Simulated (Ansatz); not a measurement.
This Ansatz (a first-principles code) input is the reference run, TlCl in the rock salt structure (space group Fm-3m, No. 225; a model cell, its experimental status unchecked), computed with Ansatz, PBEsol, PAW, cutoff 420 eV, scalar-relativistic without spin-orbit coupling:

Ansatz 0.2 input:
```yaml
crystal:
  lattice:
    - [0, 3.1666257405, 3.1666257405]
    - [3.1666257405, 0, 3.1666257405]
    - [3.1666257405, 3.1666257405, 0]
  atoms:
    - { symbol: Cl, position: [0, 0, 0] }
    - { symbol: Tl, position: [0.5, 0.5, 0.5] }
basis: { ecutwfc: 420, ecutrho_ratio: 4, xc_grid: 2, fft_grid_basis: typed }
kpoints: { mp_grid: { grid: [9, 9, 9] } }
hamiltonian:
  xc: pbesol
  dispersion: none
  pseudopotentials: { kind: paw }
scf: { occupations: { method: fermi_dirac, width: 0.05 }, convergence: { dr2_threshold: 0.0000000002 } }
output: { forces: true, stress: true }
```

### Question
Write the input for this change: every lattice vector is stretched by 2.01 %, atoms relaxed at fixed cell.

### Answer
Ansatz 0.2 input:
```yaml
crystal:
  lattice:
    - [0, 3.2302749179, 3.2302749179]
    - [3.2302749179, 0, 3.2302749179]
    - [3.2302749179, 3.2302749179, 0]
  atoms:
    - { symbol: Cl, position: [0, 0, 0] }
    - { symbol: Tl, position: [0.5, 0.5, 0.5] }
basis: { ecutwfc: 420, ecutrho_ratio: 4, xc_grid: 2, fft_grid_basis: typed }
kpoints: { mp_grid: { grid: [9, 9, 9] } }
hamiltonian:
  xc: pbesol
  dispersion: none
  pseudopotentials: { kind: paw }
scf: { occupations: { method: fermi_dirac, width: 0.05 }, convergence: { dr2_threshold: 0.0000000002 } }
relax: { f_tol: 0.005, max_steps: 50 }
output: { forces: true, stress: true }
checkpoint: { write: state.ck, write_every: 1000 }
```
This is the input that was run.

The cells carry an imposed strain or load. Whether these cells are dynamically stable was not tested. This is not the structure that TlCl has at room temperature and ambient pressure.
